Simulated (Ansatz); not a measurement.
## Effect of isotropic strain +3.00 % on BeS

The reference is BeS in the zinc blende structure (space group F-43m, No. 216; a = 4.869 Å).

Perturbation: the cell is scaled by 1.0300 in all directions, atoms relaxed at fixed cell.

Calculations: r2SCAN (Ansatz, a program for electronic structure; PAW; 500 eV plane waves; no SOC). k-mesh 12×12×12 (Γ-centred); smearing 0.05 eV (Fermi–Dirac).

| quantity | base | changed | shift |
|---|---|---|---|
| volume per atom | 14.43 Å³ | 15.76 Å³ | +1.338 Å³ |
| space group | F-43m (No. 216) | F-43m (No. 216) | – |
| energy relative to the base (free energy F) | 0 meV/atom | +33 meV/atom | +33 meV/atom |
| pressure | 0.0 kbar | -73.2 kbar | -73.15 kbar |
| band gap | 3.59 eV | 3.76 eV | +0.175 eV |
| gap character | indirect, Γ → X | indirect, Γ → X | – |
| smallest direct gap | 6.22 eV | 5.81 eV | -0.41 eV |
| mean gap deformation potential ΔEg/Δln V | – | +2.0 eV | – |
| width of the top valence band | 3.35 eV | 2.95 eV | -0.40 eV |
| electron mass | 0.79 mₑ along k, 0.29 mₑ across (at X) | 0.82 mₑ along k, 0.30 mₑ across (at X) | – |

Final structure:

```
BeS
1.0
    0.00000     2.50734     2.50734
    2.50734     0.00000     2.50734
    2.50734     2.50734     0.00000
Be S
1 1
Direct
  0.00000   0.00000   0.00000
  0.25000   0.25000   0.25000
```

Cost of the whole job for the changed cell (relaxation, final SCF and bands): roughly 12 core-seconds.

Effective masses come from finite differences of ±0.01 Å⁻¹. Along k means along the line from Γ to the band edge. Whether these cells are dynamically stable was not tested.
